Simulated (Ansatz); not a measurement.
# Ir: stress against strain

Ir (fcc, Fm-3m, 13.847 Å³/atom at rest) under an equal strain ε in the (111) plane with the normal axis free, as in a coherent film. LDA in Ansatz, a plane-wave DFT program (PAW, default set), 420 eV, 30×30×30 Γ-centred mesh, Fermi-Dirac smearing 0.10 eV; ions are relaxed within the symmetry of each cell. Stress is positive for a compressed cell.

Here s stands for strain and y for stress xx.

| strain (%) | stress xx (GPa) |
|---|---|
| -2.50 | ? |
| -1.25 | 12.05 |
| -0.83 | 7.79 |
| -0.42 | 3.84 |
| 0.00 | 0.00 |
| 0.42 | -3.64 |
| 0.83 | -7.01 |
| 1.25 | -10.28 |

Question: Using a straight line, estimate the missing y at s = -2.50 from the other rows, showing the fit.

Answer: Means: s 0, y 0.393. About the means, the sum of products is -43.338 and the sum of squares of s is 4.8556; the slope is their ratio. Least squares gives y = 0.393 - 8.9254·s. Residuals (row less fit): 0.500, -0.011, -0.302, -0.393, -0.284, 0.005, 0.484; standard error 0.403 (degrees of freedom: 5). The slope gives the biaxial elastic modulus of this plane = 893 ± 18 GPa. At the withheld row, y = 0.393 - 8.9254 × (-2.50) = 22.706 GPa. The calculation gives 26.08 GPa, 3.374 GPa above the prediction (9.3 % of the range of y in the table). The row lies outside the fitted rows, so this is an extrapolation. From the scatter of the fitted rows alone, a prediction at this place has a standard error of 0.628 GPa, so the miss is 5.4 times that.

One order more, fitted to all 13 runs of the series, follows each within 0.08, so the miss is the next term of a smooth law. In a metal these values are sensitive to mesh and smearing; energies are taken to zero smearing, stresses follow the free energy. Rows are the converged runs of the series near zero and its far end; series whose fitted rows scatter by over a few per cent of the range, as at a crossing or softening among them, aren't shown in this form. Most that stay on the fit to the last digits aren't either.
